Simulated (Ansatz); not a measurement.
**CdTe, pressure series**

Consider CdTe in the zinc blende structure (space group F-43m, No. 216; a = 6.6186 Å).

Cell and atoms are relaxed at each pressure.

Calculations: PBE (Ansatz, a first-principles code, PAW, without spin-orbit coupling), earlier PAW set.

Before the change:

| Property | Value |
|---|---|
| Band gap | 0.58 eV |

Task: The aim is a band gap between 0.46 eV and 0.51 eV. Which of these changes reaches it?
A. pressure 30 GPa
B. pressure 22.5 GPa
C. pressure −1 GPa

Result: C, pressure −1 GPa. It gives 0.49 eV; pressure 22.5 GPa gives 1.52 eV; pressure 30 GPa gives 1.68 eV. Changes not listed may reach it too

Spin-orbit coupling, missing from the scalar runs, can matter with Te. Load acts through the strain it causes; cell and atoms are relaxed under it. Stability against distortions was not tested. Measured, CdTe leaves this structure (for cinnabar) near 3.53 GPa (temperature not stated; as listed in Datta, Sujoy, Jana, Debnarayan, arXiv (2020)), on rising pressure, with hysteresis.
